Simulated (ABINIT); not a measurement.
# Quick settings and what they miss: MnS (Fm-3m, 2 atoms in the cell)

Self-consistent single point.

```
CELL_PARAMETERS angstrom
      0.00000     2.50666     2.50666
      2.50666     0.00000     2.50666
      2.50666     2.50666     0.00000
ATOMIC_POSITIONS crystal
  S  0.00000 0.00000 0.00000
  Mn 0.50000 0.50000 0.50000
```
Moments meant for the start (each program seeds them in its own way; μB, in the order of the atoms S Mn): 0.0 4.0.

Computed with PBE, PAW (JTH v2.0 PBE PAW) (plane waves; ABINIT).

Base settings: pseudos = [S.GGA_PBE-JTH.xml, Mn.GGA_PBE-JTH.xml]; ecut = 816 eV; pawecutdg = 1633 eV; pawxcdev = 0; nsppol = 2; occopt = 3; tsmear = 0.1 eV; ngkpt = 9 9 9; nshiftk = 1; shiftk = 0 0 0; potentials = JTH v2.0 PBE PAW; nband = 18.

Tight run (finer mesh or higher cutoff; not a proven limit): ecut: 816 eV → 1143 eV; pawecutdg: 1633 eV → 2286 eV; ngkpt: 9 9 9 → 13 13 13; tolvrs: 1e-10 → default; toldfe: default → 3.7e-11 Ha. It gave Fermi level (on the code's own zero) 8.44 eV; pressure 3.25 GPa; size of the cell's spin moment 4.32 μB; site moments (μB, in the program's spheres or projections) S 0.09, Mn 3.85.

Quick runs, as changes from the base:
- A: the base itself
- B: ecut: 816 eV → 490 eV; pawecutdg: 1633 eV → 980 eV; occopt: 3 → 7; tsmear: 0.1 eV → 0.136 eV; ngkpt: 9 9 9 → 3 3 3; shiftk: 0 0 0 → 0.5 0.5 0.5
- C: pseudos: [S.GGA_PBE-JTH.xml, Mn.GGA_PBE-JTH.xml] → [S.LDA_PW-JTH.xml, Mn.LDA_PW-JTH.xml]; ecut: 816 eV → 571 eV; pawecutdg: 1633 eV → 1143 eV; occopt: 3 → 6; tsmear: 0.1 eV → 0.2 eV; ngkpt: 9 9 9 → 8 8 8; shiftk: 0 0 0 → 0.5 0.5 0.5; potentials: JTH v2.0 PBE PAW → JTH v2.0 LDA PAW [LDA (PW92)]
- D: pseudos: [S.GGA_PBE-JTH.xml, Mn.GGA_PBE-JTH.xml] → [S.LDA_PW-JTH.xml, Mn.LDA_PW-JTH.xml]; ecut: 816 eV → 653 eV; pawecutdg: 1633 eV → 1306 eV; tsmear: 0.1 eV → 0.272 eV; ngkpt: 9 9 9 → 2 2 2; shiftk: 0 0 0 → 0.5 0.5 0.5; potentials: JTH v2.0 PBE PAW → JTH v2.0 LDA PAW [LDA (PW92)]
- E: ecut: 816 eV → 408 eV; pawecutdg: 1633 eV → 816 eV; occopt: 3 → 6; tsmear: 0.1 eV → 0.272 eV; ngkpt: 9 9 9 → 4 4 4

Dashes: time of B, D, under 30 s.

† marks runs with another functional, U, potentials or spin treatment: their distance from the tight run is not a convergence error alone.

The count of work is k-points × plane waves × bands × iterations; it is no time. Core times come from one kind of shared machine and are given to one figure; runs under 30 s give none.

The starting cell was generated: these elements placed on a structure prototype, without a prior relaxation; it need not be a known phase or ordering of this composition. Its lattice was rescaled by a random factor within 2.5 % of one. With one magnetic atom in the cell only a parallel order is possible.

```
run  pressure less tight (GPa)  size of the net moment less tight (μB/atom)  count of work / tight  core time / tight (rough)
---  -------------------------  -------------------------------------------  ---------------------  -------------------------
A                        -0.47                                        -0.01                   0.27                        0.3
B                        -2.14                                         0.04                  0.020                          –
C†                      -11.65                                        -0.08                   0.23                        0.3
D†                       -7.04                                        -0.04                  0.011                          –
E                        -0.75                                         0.04                  0.026                       0.10
```

Left out of this page: 1 run of the series outside the window shown, repeating another row's setting, or not comparable.
